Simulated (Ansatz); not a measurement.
An H-capped Ge nanowire along [112], 34 atoms a period besides the caps, stretched and compressed along its axis from its relaxed period of 7.039 Å, atoms relaxed at each length.

Method: PBE (plane waves to 420 eV, PAW; Ansatz, an electronic-structure program). Mesh 1×1×6. No spin polarisation. It repeats along c; a and b span vacuum. An idealised model, cut from the bulk lattice. Only distortions within the start's symmetry and period were free. Values not marked SOC lack spin–orbit coupling. Buckling under compression is shut out by symmetry and the short period. Energies are free energies at a Fermi–Dirac width of 0.02 eV, from the unstrained cell.

```json
[
 {"strain (%)": "-3.0", "energy (meV a period)": "+213", "axial force (nN)": "-3.27", "PBE gap (eV)": "1.67"},
 {"strain (%)": "-1.5", "energy (meV a period)": "…", "axial force (nN)": "…", "PBE gap (eV)": "…"},
 {"strain (%)": "0.0", "energy (meV a period)": "0", "axial force (nN)": "0.00", "PBE gap (eV)": "1.58"},
 {"strain (%)": "+1.5", "energy (meV a period)": "+51", "axial force (nN)": "+1.55", "PBE gap (eV)": "1.52"},
 {"strain (%)": "+3.0", "energy (meV a period)": "…", "axial force (nN)": "…", "PBE gap (eV)": "…"},
 {"strain (%)": "+6.0", "energy (meV a period)": "+789", "axial force (nN)": "+5.82", "PBE gap (eV)": "1.26"}
]
```

### Question
Complete the blanks.

### Answer

- +3.0, energy (meV a period): +202
- +3.0, axial force (nN): +3.04
- +3.0, PBE gap (eV): 1.44
- -1.5, energy (meV a period): +53
- -1.5, axial force (nN): -1.62
- -1.5, PBE gap (eV): 1.63
